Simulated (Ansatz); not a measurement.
Input and output of a self-consistent single point for Si2W (I4/mmm, 3 atoms in the cell) (Ansatz, a quantum-chemistry and plane-wave program).

Level of theory: PBE (plane waves, PAW; Ansatz).

```
CELL_PARAMETERS angstrom
     -1.58068     1.58068     3.83627
      1.58068    -1.58068     3.83627
      1.58068     1.58068    -3.83627
ATOMIC_POSITIONS crystal
  Si 0.33499 0.33499 0.00000
  Si 0.66501 0.66501 0.00000
  W  0.00000 0.00000 0.00000
```

Reference input (self-consistent single point, DFT, PBE, plane waves, default PAW files): basis.ecutwfc = 30.9 Ry; kpoints.mp_grid.grid = 10 10 10; hamiltonian.xc = pbe; hamiltonian.pseudopotentials = {kind: paw} (the program's default PAW files); scf.occupations.method = methfessel_paxton; scf.occupations.width = 0.0073 Ry. This run's input differs from it in these lines:

Ansatz 0.2 input:
```diff
@@ -12,3 +12,3 @@
 kpoints:
-  mp_grid: { grid: [10, 10, 10] }
+  mp_grid: { grid: [12, 12, 12] }
 hamiltonian:
@@ -17,3 +17,3 @@
 scf:
-  occupations: { method: methfessel_paxton, width: 0.0073 Ry }
+  occupations: { method: methfessel_paxton, width: 0.022 Ry }
 output:
```

Output, abridged:

```
SCF iter   1: F=—  HF=-11657.320339 eV  |F-HF|=—  |Δ(HF+E_count)|=         —  Δρ=3.94e-3  dr2=3.14e-3  ethr=1.77e-3  ⟨swp⟩=5.0  Hψ=13423  notcnv=0
all-band conjugate gradients solve this SCF's bands
preconditioner: auto → Kerker (q_TF=auto, 2.487 Å⁻¹)
SCF iter   2: F=—  HF=-11657.320329 eV  |F-HF|=—  |Δ(HF+E_count)|=   9.98e-6  S|Δr|=    0.00e0  Δρ=2.28e-3  dr2=1.25e-3  ethr=1.43e-5  ⟨swp⟩=1.0  Hψ=3749  notcnv=0
SCF iter   3: F=—  HF=-11657.320243 eV  |F-HF|=—  |Δ(HF+E_count)|=   8.65e-5  S|Δr|=    0.00e0  Δρ=2.29e-4  dr2=1.87e-5  ethr=5.67e-6  ⟨swp⟩=2.3  Hψ=3421  notcnv=0
SCF iter   4: F=—  HF=-11657.320238 eV  |F-HF|=—  |Δ(HF+E_count)|=   4.70e-6  S|Δr|=    0.00e0  Δρ=7.01e-5  dr2=1.98e-6  ethr=8.52e-8  ⟨swp⟩=2.1  Hψ=3528  notcnv=0
SCF iter   5: F=—  HF=-11657.320238 eV  |F-HF|=—  |Δ(HF+E_count)|=   3.50e-7  S|Δr|=    0.00e0  Δρ=1.69e-5  dr2=1.39e-7  ethr=9.01e-9  ⟨swp⟩=2.3  Hψ=3544  notcnv=0
SCF iter   6: F=-11657.320238 eV  HF=-11657.320238 eV  |F-HF|=1.64e-9  |Δ(HF+E_count)|=   1.61e-8  S|Δr|=    0.00e0  Δρ=2.97e-6  dr2=3.48e-9  ethr=4.55e-10  ⟨swp⟩=4.7  Hψ=9341  notcnv=0
SCF 1 converged in 6 iterations: F = -11657.320238 eV  dr2 = 3.48e-9
Stability not checked (fill_not_monotonic)
Free energy (F): -11657.320238 eV
Internal energy: -11657.323578 eV  (E = F + TS)
E sigma→0 (E₀):  -11657.321073 eV
Entropy (-TS):   0.003341 eV (1.114 meV/atom)
Fermi energy:    17.765039 eV
--- Forces (eV/Å), atoms counted from 1 ---
  atom   1  Si    -0.00000000     0.00000000    -0.27396775
  atom   2  Si     0.00000000     0.00000000     0.27396775
  atom   3  W      0.00000000     0.00000000    -0.00000000
--- Stress (GPa, compression-positive) ---
       16.030502       0.000000       0.000000
        0.000000      16.030502       0.000000
        0.000000       0.000000      20.330324
  P = ⅓ Tr σ = 17.4638 GPa (174.638 kbar)
  The stress holds the Pulay correction. Without it, at fixed plane waves, as pw.x and ABINIT print it: P = 17.4114 GPa
```

The run converged in 6 iterations. Against the reference run the free energy is nearly the same (within 1 meV/atom), the pressure moves little (17.51 to 17.46 GPa) and the largest force goes from 0.229 to 0.274 eV/Å.

The starting cell comes from a database of computed structures (which also holds hypothetical and non-ambient phases and stackings), without a prior relaxation at this level. Its lattice was rescaled by a random factor within 2.5 % of one. Spin polarisation is off. With a pressure of about 17 GPa the cell is away from its equilibrium volume at this level. Ansatz's pressure includes its estimate of the finite-basis (Pulay) stress.
